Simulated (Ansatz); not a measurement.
# MoS2, pressure series

The parent structure is MoS2 in the 2H-MoS2 type structure (space group P6_3/mmc, No. 194; layered, stacked along the Cartesian z axis).

```
MoS2
1.0
    3.14944     0.00000     0.00000
   -1.57472     2.72750     0.00000
    0.00000     0.00000    12.09150
Mo S
2 4
Cartesian
  0.00000   1.81833   3.02287
  1.57472   0.90917   9.06862
  0.00000   1.81833   7.50281
  1.57472   0.90917   1.45706
  1.57472   0.90917   4.58869
  0.00000   1.81833  10.63443
```

Cell and atoms are relaxed at each pressure.

All numbers come from PBE-D3(BJ)/PAW in Ansatz (a quantum-chemistry and plane-wave program), without spin-orbit coupling, earlier PAW set.

Computed cases, in order: pressure −2 GPa; pressure −1 GPa; 0 GPa (base); pressure 3 GPa; pressure 7 GPa; pressure 15 GPa; pressure 30 GPa; pressure 50 GPa; pressure 75 GPa; pressure 100 GPa.

Question: Between which two neighbouring cases does the band gap open or close?

Answer: Between pressure 15 GPa (0.10 eV) and pressure 30 GPa (zero). The whole series: pressure −2 GPa: 1.04 eV; pressure −1 GPa: 0.87 eV; 0 GPa (base): 0.78 eV; pressure 3 GPa: 0.57 eV; pressure 7 GPa: 0.38 eV; pressure 15 GPa: 0.10 eV; pressure 30 GPa: zero; pressure 50 GPa: zero; pressure 75 GPa: zero; pressure 100 GPa: zero.

A case with no gap was solved on a k-mesh chosen for an insulator, which is coarse for it. Load acts through the strain it causes; cell and atoms are relaxed under it. Stability against distortions was not tested. Competing high-pressure phases were not computed. The final runs are not spin-polarised. The zero or small gap of MoS2 under pressure 15 GPa and MoS2 under pressure 30 GPa can change with the level of theory.
